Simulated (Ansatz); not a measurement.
The starting structures come from a database of crystals and need not be the phases stable at ambient conditions.

 Where the default PAW files enter, the runs use the earlier of Ansatz's two default sets.

Data:

```
HfO2
1.0
    3.33360     0.00000     0.00000
    0.00000     6.50500     0.00000
    0.00000     0.00000     5.55640
Hf O
4 8
Direct
  0.75000   0.89213   0.75132
  0.25000   0.10787   0.24868
  0.25000   0.39213   0.74868
  0.75000   0.60787   0.25132
  0.25000   0.65855   0.97921
  0.75000   0.34145   0.02079
  0.75000   0.15855   0.52079
  0.25000   0.84145   0.47921
  0.25000   0.07660   0.86050
  0.75000   0.92340   0.13950
  0.75000   0.57660   0.63950
  0.25000   0.42340   0.36050
```

Space group of this cell: Pnma. The cell is taken as given; by r2SCAN its mean pressure is -3.3 GPa.

These are r2SCAN (plane waves, PAW; Ansatz, an electronic-structure program) values and carry that method's errors.

The current runs along the normal of the first two printed vectors; no spin-orbit coupling. Scaled by the factor s: all lengths (ions clamped). Meshes 10×6×6 and 10×6 across the current in all rows.

| s | mean pressure (GPa) | slowest mid-gap decay constant κ (1/Å) |
|---|---|---|
| 0.98 | 16.0 | ? |
| 1.00 | -3.3 | 0.452 |
| 1.02 | -18.1 | 0.442 |

Take the slope of the slowest mid-gap decay constant κ against ln s from the two given rows, extrapolate to s = 0.98, and say what the run there gives.

Slope = (0.442 − 0.452) / ln 1.02 = -0.505 1/Å. The line gives 0.452 + (-0.505) × ln 0.98 = 0.462 1/Å. The run gives 0.462 1/Å, as the line does.
